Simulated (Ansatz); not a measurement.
LuAg2 (I4/mmm, No. 139; cell taken from a computed entry)

Computed with r²SCAN (plane waves, PAW; Ansatz, a quantum-chemistry and plane-wave program).

Settings: plane-wave cutoff 500 eV, 22×22×22 k mesh, Fermi–Dirac smearing 0.1 eV, no spin polarisation, scalar-relativistic PAW data made under PBE.

Cell: relaxed at this level.

| Item | Value |
|---|---|
| volume per atom | 20.07 Å³/atom |
| equilibrium lattice constant a | 3.634 Å |
| lattice parameter c | 9.115 Å |
| band gap | zero (no gap) |

Note: the relaxation could not lower the start's symmetry, so the cell can be a saddle point above a distorted one.

Spin–orbit coupling is not included.
